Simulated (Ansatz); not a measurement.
# Bi2Te3: pressure series

Start from Bi2Te3 in the Bi2Te3 type structure (space group R-3m, No. 166; a = 4.315 Å, c = 29.619 Å (hexagonal axes)).

Cell and atoms are relaxed at each pressure.

The values are results of PBEsol-D3(BJ)/PAW in Ansatz (a quantum-chemistry and plane-wave program), spin-orbit coupling left out, not measurements.

| change | c/a ratio | volume per atom |
|---|---|---|
| base | 6.864 | 31.84 Å³ |
| pressure 3 GPa | 6.892 | 30.19 Å³ |
| pressure 7 GPa | 6.994 | 28.56 Å³ |
| pressure 15 GPa | 9.086 | 24.50 Å³ |

A case with no gap was solved on a k-mesh chosen for an insulator, which is coarse for it. From pressure 15 GPa on, the axis ratios lie over 15 % from the base's, so the cell there is far from its starting form. Load acts through the strain it causes; cell and atoms are relaxed under it. Stability against distortions was not tested. Competing high-pressure phases were not computed. All final runs are without spin polarisation.
